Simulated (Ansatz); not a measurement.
# Hf, pressure series

The reference is Hf in the hcp (Mg type) structure (space group P6_3/mmc, No. 194).

```xyz
2
Lattice="3.1979 0.0000 0.0000 -1.5990 2.7695 0.0000 0.0000 0.0000 5.0473" Properties=species:S:1:pos:R:3 pbc="T T T"
Hf     0.0000     1.8463     3.7855
Hf     1.5990     0.9232     1.2618
```

Cell and atoms are relaxed at each pressure.

Method: r2SCAN (Ansatz, a first-principles code; PAW; 500 eV plane waves; without spin-orbit coupling).

Notes on the quantities. enthalpy: H = E + PV relative to the base's energy.

```tsv
change	c/a ratio	lattice parameter a	enthalpy
base	1.578	3.198 Å	–
pressure −2 GPa	1.578	3.218 Å	-0.28 eV/atom
pressure −1 GPa	1.578	3.208 Å	-0.14 eV/atom
pressure 0.3 GPa	1.578	3.195 Å	+0.04 eV/atom
pressure 0.7 GPa	1.579	3.191 Å	+0.10 eV/atom
pressure 1.5 GPa	1.579	3.184 Å	+0.21 eV/atom
pressure 3 GPa	1.579	3.170 Å	+0.41 eV/atom
pressure 5 GPa	1.579	3.153 Å	+0.68 eV/atom
pressure 7.5 GPa	1.580	3.132 Å	+1.01 eV/atom
pressure 10 GPa	1.580	3.113 Å	+1.34 eV/atom
```

Load acts through the strain it causes; cell and atoms are relaxed under it. Stability against distortions was not tested. Competing high-pressure phases were not computed. All final runs are without spin polarisation.
